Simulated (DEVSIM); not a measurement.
Structure: Ru/SiO2/p-GaAs capacitor, at 300 K.

| layer (left to right) | material | thickness (nm) | Na (cm⁻³) |
|---|---|---|---|
| 1 | SiO2 | 3.30 | - |
| 2 | GaAs | 1700 | 3e16 |

Metal gate on the left, work function 4.7 eV. Fixed charge at the semiconductor interface -3.9e10 cm⁻² (in units of +e); no interface traps.

Constants are typed, rounded textbook-type inputs, not results; the design itself was drawn at random and stands for no fabricated device. Values at 300 K.

| parameter | SiO2 | GaAs |
|---|---|---|
| gap (eV) | 9 | 1.424 |
| affinity (eV) | 0.9 | 4.07 |
| permittivity | 3.9 | 12.9 |
| Nc (cm⁻³) | - | 4.7e17 |
| Nv (cm⁻³) | - | 9e18 |

Model (solved in DEVSIM): 1D Poisson equation in equilibrium, Boltzmann statistics, complete ionisation; no quantum confinement or tunnelling. Metal contacts follow the ideal Schottky-Mott rule: no Fermi-level pinning, no interface dipoles.

Question: Tabulate band edges, carrier densities and field at 0.2 V on the gate.

Answer: Energies count from the Fermi level of the right contact; mesh points crowd at the junctions.

| x (μm) | Ec (eV) | Ev (eV) | n (cm⁻³) | p (cm⁻³) | field (V/cm) |
|---|---|---|---|---|---|
| 0.000 | 3.600 | -5.400 | < 1e2 | < 1e2 | 280000 |
| 0.0008757 | 3.624 | -5.376 | < 1e2 | < 1e2 | 280000 |
| 0.001867 | 3.652 | -5.348 | < 1e2 | < 1e2 | 280000 |
| 0.002838 | 3.679 | -5.321 | < 1e2 | < 1e2 | 280000 |
| 0.004069 | 0.527 | -0.897 | 6.6e8 | 7700 | 78000 |
| 0.005937 | 0.542 | -0.882 | 3.7e8 | 14000 | 77000 |
| 0.009615 | 0.570 | -0.854 | 1.3e8 | 40000 | 76000 |
| 0.02079 | 0.652 | -0.772 | 5300000 | 960000 | 71000 |
| 0.03885 | 0.773 | -0.651 | 48000 | 1.0e8 | 63000 |
| 0.07439 | 0.972 | -0.452 | < 1e2 | 2.3e11 | 48000 |
| 0.1443 | 1.208 | -0.216 | < 1e2 | 2.1e15 | 19000 |
| 0.3568 | 1.276 | -0.147 | < 1e2 | 3.0e16 | ≈ 0 |
| 0.7002 | 1.276 | -0.147 | < 1e2 | 3.0e16 | ≈ 0 |
| 1.175 | 1.276 | -0.147 | < 1e2 | 3.0e16 | ≈ 0 |
| 1.492 | 1.276 | -0.147 | < 1e2 | 3.0e16 | ≈ 0 |
| 1.597 | 1.276 | -0.147 | < 1e2 | 3.0e16 | ≈ 0 |
| 1.650 | 1.276 | -0.147 | < 1e2 | 3.0e16 | ≈ 0 |
| 1.677 | 1.276 | -0.147 | < 1e2 | 3.0e16 | ≈ 0 |
| 1.693 | 1.276 | -0.147 | < 1e2 | 3.0e16 | ≈ 0 |
| 1.699 | 1.276 | -0.147 | < 1e2 | 3.0e16 | ≈ 0 |
| 1.702 | 1.276 | -0.147 | < 1e2 | 3.0e16 | ≈ 0 |
| 1.703 | 1.276 | -0.147 | < 1e2 | 3.0e16 | ≈ 0 |
